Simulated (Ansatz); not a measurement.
The reference is Ge in the diamond structure (space group Fd-3m, No. 227; a = 5.674 Å).

The values are results of plane-wave PAW DFT at the r2SCAN level (Ansatz, an electronic-structure program, 500 eV), scalar-relativistic without spin-orbit coupling, not measurements.

Base values:

The gap character is direct at Γ and the smallest direct gap comes out as 0.36 eV. The volume per atom is 22.84 Å³ and the band gap is 0.36 eV.

The change: cell and atoms relaxed at a pressure of 4.5 GPa.

Problem. Estimate the effect on the gap character, smallest direct gap, volume per atom and band gap.

Solution. The gap character changes from direct at Γ to indirect, Γ → L; the smallest direct gap grows by 0.546 eV to 0.90 eV; the volume per atom shrinks by 1.23 Å³ to 21.61 Å³; the band gap increases by 0.27 eV, from 0.36 eV to 0.63 eV.

Load acts through the strain it causes; cell and atoms are relaxed under it. Stability against distortions was not tested. Tetrahedral semiconductors of this kind turn to denser phases somewhere between about 1 and 50 GPa; those were not computed, so compressed cells here can lie past the real transition. The real Ge has an indirect gap at ambient pressure; r2SCAN orders its close-lying valleys differently.
